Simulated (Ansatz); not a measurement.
Input and output of a self-consistent single point for a (001) slab of TiTe2 (cut from a parent of space group no. 164; 6 atoms in the cell) (Ansatz, an electronic-structure program).

Level of theory: LDA (PW92), default PAW files made with PBE (plane waves; Ansatz).

```yaml
crystal:
  lattice:
    - [3.83568, 0.00000, 0.00000]
    - [-1.91784, 3.32180, 0.00000]
    - [0.00000, 0.00000, 24.10991]
  atoms:
    - { symbol: Ti, position: [0.00000, 0.00000, 0.36025] }
    - { symbol: Te, position: [0.66667, 0.33333, 0.29034] }
    - { symbol: Te, position: [0.33333, 0.66667, 0.43018] }
    - { symbol: Ti, position: [0.00000, 0.00000, 0.63974] }
    - { symbol: Te, position: [0.66667, 0.33333, 0.56982] }
    - { symbol: Te, position: [0.33333, 0.66667, 0.70966] }
```

Reference input (self-consistent single point, DFT, LDA (PW92), plane waves, default PAW files made with PBE): basis.ecutwfc = 420 eV; kpoints.mp_grid.grid = 9 9 1; hamiltonian.xc = lda; hamiltonian.pseudopotentials = {kind: paw} (the program's default PAW files); scf.occupations.method = fermi_dirac; scf.occupations.width = 0.1 eV. This run's input differs from it in these lines:

Ansatz 0.2 input:
```diff
@@ -17,3 +17,3 @@
   mp_grid:
-    grid: [9, 9, 1]
+    grid: [5, 5, 1]
 hamiltonian:
```

Output, abridged:

```
SCF iter   1: F=—  HF=-32213.205116 eV  |F-HF|=—  |Δ(HF+E_count)|=         —  Δρ=5.13e-3  dr2=8.54e-2  ethr=1.77e-3  ⟨swp⟩=8.2  Hψ=1069  notcnv=0
all-band conjugate gradients solve this SCF's bands
preconditioner: auto → LDOS
SCF iter   2: F=—  HF=-32213.207332 eV  |F-HF|=—  |Δ(HF+E_count)|=   2.22e-3  Δρ=5.23e-3  dr2=1.55e-1  ethr=9.70e-5  ⟨swp⟩=2.0  Hψ=460  notcnv=0
SCF iter   3: F=—  HF=-32213.192205 eV  |F-HF|=—  |Δ(HF+E_count)|=   1.51e-2  Δρ=1.07e-3  dr2=6.56e-3  ethr=9.70e-5  ⟨swp⟩=2.0  Hψ=362  notcnv=0
SCF iter   4: F=—  HF=-32213.191443 eV  |F-HF|=—  |Δ(HF+E_count)|=   7.63e-4  Δρ=1.45e-4  dr2=1.42e-4  ethr=7.46e-6  ⟨swp⟩=2.0  Hψ=322  notcnv=0
SCF iter   5: F=—  HF=-32213.191411 eV  |F-HF|=—  |Δ(HF+E_count)|=   3.15e-5  Δρ=3.43e-5  dr2=7.27e-6  ethr=1.61e-7  ⟨swp⟩=2.0  Hψ=416  notcnv=0
SCF iter   6: F=—  HF=-32213.191506 eV  |F-HF|=—  |Δ(HF+E_count)|=   9.47e-5  Δρ=7.18e-6  dr2=4.78e-7  ethr=8.26e-9  ⟨swp⟩=2.0  Hψ=337  notcnv=0
SCF iter   7: F=-32213.191506 eV  HF=-32213.191506 eV  |F-HF|=6.18e-11  |Δ(HF+E_count)|=   1.24e-7  Δρ=2.07e-6  dr2=1.94e-8  ethr=1.14e-10  ⟨swp⟩=7.0  Hψ=1111  notcnv=0
SCF 1 converged in 7 iterations: F = -32213.191506 eV  dr2 = 1.94e-8
Free energy (F): -32213.191506 eV
Internal energy: -32213.092188 eV  (E = F + TS)
E sigma→0 (E₀):  -32213.141847 eV
Entropy (-TS):   -0.099318 eV (-16.553 meV/atom)
Fermi energy:    2.589467 eV
--- Forces (eV/Å), atoms counted from 1 ---
  atom   1  Ti     0.00000000    -0.00000000     0.09099796
  atom   2  Te    -0.00000000     0.00000000     0.36806040
  atom   3  Te     0.00000000    -0.00000000    -0.28343503
  atom   4  Ti    -0.00000000     0.00000000    -0.09099796
  atom   5  Te    -0.00000000     0.00000000     0.28343503
  atom   6  Te     0.00000000    -0.00000000    -0.36806040
--- Stress (GPa, compression-positive) ---
       -3.040163      -0.000000      -0.000000
       -0.000000      -3.040163      -0.000000
       -0.000000      -0.000000      -1.761990
  P = ⅓ Tr σ = -2.6141 GPa (-26.141 kbar)
  The stress holds the Pulay correction. Without it, at fixed plane waves, as pw.x and ABINIT print it: P = -2.6340 GPa
```

The run converged in 7 iterations. Against the reference run the free energy rises by 5.3 meV/atom and the largest force goes from 0.354 to 0.368 eV/Å.

The starting cell comes from a database of computed structures (which also holds hypothetical and non-ambient phases and stackings), without a prior relaxation at this level. The slab is cut from that crystal, and its faces are unrelaxed. Its lattice was rescaled by up to half a per cent. Spin-orbit coupling is off. Spin polarisation is off, so a magnetic state, if there is one, cannot be reached.
